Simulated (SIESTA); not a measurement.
A self-consistent single point of MgMn₂O₄ (P-3m1, 7 atoms in the cell) with SIESTA.

Method: LDA PW92+U, numerical atomic orbitals DZP, PseudoDojo LDA standard norm-conserving potentials (rewritten from UPF to PSML) in SIESTA.

```yaml
crystal:
  lattice:
    - [3.09290, 0.00000, 0.00000]
    - [-1.54645, 2.67853, 0.00000]
    - [0.00000, 0.00000, 10.13797]
  atoms:
    - { symbol: Mg, position: [0.00000, 0.00000, 0.00000] }
    - { symbol: Mn, position: [0.00000, 0.00000, 0.73073], spin: 4.0 }
    - { symbol: Mn, position: [0.00000, 0.00000, 0.26927], spin: 4.0 }
    - { symbol: O, position: [0.66667, 0.33333, 0.12402] }
    - { symbol: O, position: [0.33333, 0.66667, 0.87598] }
    - { symbol: O, position: [0.66667, 0.33333, 0.65128] }
    - { symbol: O, position: [0.33333, 0.66667, 0.34872] }
```
(The spins are starting values, not results.)

Reference input (self-consistent single point, DFT, LDA PW92, numerical atomic orbitals DZP, PseudoDojo LDA standard norm-conserving potentials (rewritten from UPF to PSML)): XC.functional = LDA; XC.authors = PW92; potentials = PseudoDojo LDA standard; PAO.BasisSize = DZP; PAO.EnergyShift = 0.01 Ry; MeshCutoff = 350 Ry; kgrid.MonkhorstPack = 7 7 2; OccupationFunction = MP; OccupationMPOrder = 0; ElectronicTemperature = 2320.9 K; Spin = polarized; DM.InitSpin = [1 +0.00, 2 +4.00, 3 +4.00, 4 +0.00, 5 +0.00, 6 +0.00, 7 +0.00]. This run's input differs from it in these lines:

```diff
@@ -51,2 +51,11 @@
 %endblock DM.InitSpin
+DFTU.ProjectorGenerationMethod 2
+DFTU.CutoffNorm              0.9
+DFTU.FirstIteration          true
+%block DFTU.proj
+  Mn 1
+  n=3 2
+  2.00 0.00
+  0.00 0.00
+%endblock DFTU.proj
```

Log, with long lists cut:

```
        iscf     Eharris(eV)        E_KS(eV)     FreeEng(eV)     dDmax    Ef(eV) dHmax(eV)
   scf:    1    -9249.548280    -9300.033112    -9300.122244  0.755930 -2.190112 22.091230
     spin moment: {S} , |S| = {        0.0        0.0    7.97057 }     7.97057
   scf:    2    -9328.937711    -9315.801181    -9315.879237  0.133762 -3.406065 14.358505
     spin moment: {S} , |S| = {        0.0        0.0    8.00000 }     8.00000
   scf:    3    -9321.823423    -9325.863629    -9325.918982  0.232336 -4.937056  3.869357
     spin moment: {S} , |S| = {        0.0        0.0    8.00000 }     8.00000
   [... lines left out ...]
     spin moment: {S} , |S| = {        0.0        0.0    8.00000 }     8.00000
hubbard_term: recalculating local occupations   15
hubbard_term: maximum change in local occup.    0.000968
   scf:   24    -9327.025115    -9327.025113    -9327.083931  0.000018 -5.063570  0.002635
     spin moment: {S} , |S| = {        0.0        0.0    8.00000 }     8.00000
hubbard_term: recalculating local occupations   16
hubbard_term: maximum change in local occup.    0.000980
   scf:   25    -9327.025196    -9327.025194    -9327.084010  0.000049 -5.063438  0.000294
     spin moment: {S} , |S| = {        0.0        0.0    8.00000 }     8.00000
SCF Convergence by DM+H criterion
max |DM_out - DM_in|         :     0.0000486073
max |H_out - H_in|      (eV) :     0.0002941026
DFT+U population converged by dTol_pop criteria:
max |pop(DFT+U)_i - pop(DFT+U)_j|:     0.0009803991
SCF cycle converged after 25 iterations

Using DM_out to compute the final energy and forces
hubbard_term: recalculating local occupations   17
hubbard_term: maximum change in local occup.    0.000980
hubbard_term: recalculating Hamiltonian and forces

siesta: E_KS(eV) =            -9327.0197

siesta: E_KS - E_eggbox =     -9327.0197

siesta: Atomic forces (eV/Ang):
     1    0.000000   -0.000000    0.000050
     2    0.000008   -0.000005   -0.401174
     3   -0.000008    0.000005    0.401153
     4   -0.000005    0.000002    0.271422
     5    0.000005   -0.000002   -0.271511
   [... lines left out ...]
siesta: FreeEng =     -9327.078516
siesta: Cell volume =         83.987223 Ang**3
siesta:        -188.56308983       -185.67051191  kBar
   [... lines left out ...]
Atom #   charge [q] valence [e]      Sz [e]  Species
     1     0.722244    9.277756    0.011100  Mg
     2     0.797528   14.202472    4.044431  Mn
     3     0.797527   14.202473    4.044452  Mn
     4    -0.645512    6.645512    0.036594  O
     5    -0.645513    6.645513    0.036597  O
     6    -0.513133    6.513133   -0.086583  O
     7    -0.513141    6.513141   -0.086591  O
 Total    -0.000000                8.000000
```

The run converged in 25 iterations. Against the reference run the pressure goes from -20.90 to -18.86 GPa, the largest force goes from 1.401 to 1.138 eV/Å and the size of the net moment stays at 1.14 μB/atom.

The starting cell comes from a database of computed structures (which also holds hypothetical and non-ambient phases and stackings), without a prior relaxation at this level. Its lattice was rescaled by a random factor within 2.5 % of one. The magnetic order is the one reached from the typed start; others were not searched systematically. With U or open f shells several self-consistent states can exist. Values carry the incompleteness of an atom-centred basis. With a pressure of about -19 GPa the cell is away from its equilibrium volume at this level. Forces in this geometry exceed 1 eV/Å.

Cost on one core of a shared machine: roughly 60 s.
